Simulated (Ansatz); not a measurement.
Band structure of NaHg3 (Pm-3m, 4 atoms in the cell).

```
NaHg3
1.0
    4.64063     0.00000     0.00000
    0.00000     4.64063     0.00000
    0.00000     0.00000     4.64063
Na Hg
1 3
Cartesian
  0.00000   0.00000   0.00000
  0.00000   2.32031   2.32031
  2.32031   0.00000   2.32031
  2.32031   2.32031   0.00000
```

Method of the run: LDA (PW92), PAW files made with PBE (plane waves; Ansatz, a first-principles code).

Settings: kpoints.mp_grid.grid = 10 10 10; hamiltonian.xc = lda; hamiltonian.pseudopotentials = {kind: paw} (the program's default PAW files); scf.occupations.method = gaussian; scf.occupations.width = 0.2 eV; kpoints.band_path.npoints = 8.

The starting cell comes from a database of computed structures (which also holds hypothetical and non-ambient phases and stackings), without a prior relaxation at this level. Spin-orbit coupling is off.

Levels in eV from the Fermi level, bands 31 to 38:
```csv
point,31,32,33,34,35,36,37,38
Γ,-5.83,-5.83,-0.40,-0.40,0.30,0.30,0.30,5.03
X,-6.07,-5.83,-5.40,-0.17,2.17,2.17,3.51,3.75
M,-6.41,-4.74,-3.69,-3.69,-1.40,3.85,4.37,4.37
R,-5.97,-2.42,-2.42,-2.42,-1.56,-0.84,-0.84,-0.84
```

Bands cross the Fermi level along this path, so the cell is metallic at this level.

Keys are those of Ansatz 0.2.
